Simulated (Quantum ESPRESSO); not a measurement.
Band structure of C (P6_3/mmc, 2 atoms in the cell).

```
C
1.0
    2.13996     0.00000     0.00000
   -1.06998     1.85326     0.00000
    0.00000     0.00000     3.47443
C
2
Cartesian
  0.00000   1.23551   0.86861
  1.06998   0.61775   2.60582
```

Computed with PBE, GBRV 1.5 ultrasoft (PBE) pseudopotentials (plane waves; Quantum ESPRESSO).

Settings: ecutwfc = 40 Ry; ecutrho = 200 Ry; occupations = smearing; smearing = cold; degauss = 0.0099958 Ry; potentials = {C: c_pbe_v1.2.uspp.F.UPF}; K_POINTS = automatic 14 14 8 0 0 0; nbnd = 16; conv_thr = 1e-10 Ry; mixing_beta = 0.7.

The starting cell was generated: these elements placed on a structure prototype, without a prior relaxation; it need not be a known phase or ordering of this composition. Its lattice was rescaled by a random factor within 2.5 % of one.

Levels in eV from the Fermi level, bands 1 to 8:
| point | 1 | 2 | 3 | 4 | 5 | 6 | 7 | 8 |
|---|---|---|---|---|---|---|---|---|
| Γ | -19.42 | -9.38 | -9.07 | 6.59 | 6.59 | 8.46 | 8.46 | 8.69 |
| M | -10.81 | -10.05 | -2.30 | -2.00 | -1.81 | 2.06 | 2.36 | 6.72 |
| K | -8.07 | -8.07 | -6.46 | 0.15 | 0.32 | 0.32 | 0.72 | 0.72 |
| A | -16.82 | -16.82 | 1.88 | 1.88 | 7.52 | 7.52 | 7.52 | 7.52 |
| L | -8.55 | -8.55 | -7.45 | -7.45 | 4.21 | 4.21 | 4.93 | 4.93 |
| H | -5.86 | -5.86 | -5.72 | -5.72 | -3.98 | -3.98 | 6.03 | 6.03 |

Bands cross the Fermi level along this path, so the cell is metallic at this level.
